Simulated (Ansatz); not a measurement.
Take PbO (space group P4/nmm, No. 129; layered, stacked along the Cartesian z axis) as the base.

```
CELL_PARAMETERS angstrom
      4.03423     0.00000     0.00000
      0.00000     4.03423     0.00000
      0.00000     0.00000     4.99370
ATOMIC_POSITIONS crystal
  Pb 0.50000 0.00000 0.76226
  Pb 0.00000 0.50000 0.23774
  O  0.50000 0.50000 0.00000
  O  0.00000 0.00000 0.00000
```

The values are results of DFT with PBE-D3(BJ), PAW potentials and a 420 eV plane-wave cutoff in Ansatz (a quantum-chemistry and plane-wave program), spin-orbit coupling left out, not measurements.

Base values:

```
Item         Value
--------  --------
Pressure  0.01 GPa
```

Now apply this change: the cell is scaled by 1.0300 in all directions, atoms relaxed at fixed cell.

### Question
What does the calculation give for the energy relative to the base after the change?

### Answer
The energy grows by 17 meV/atom.

### Question
Predict the new pressure.

### Answer
The pressure (mean of the normal stresses, compression positive) falls by 2.64 GPa, from 0.01 GPa to -2.63 GPa.

The cells carry an imposed strain or load. Stability against distortions was not tested. The D3 term's C6 switches between coordination references near this geometry, which can add small steps to energies.
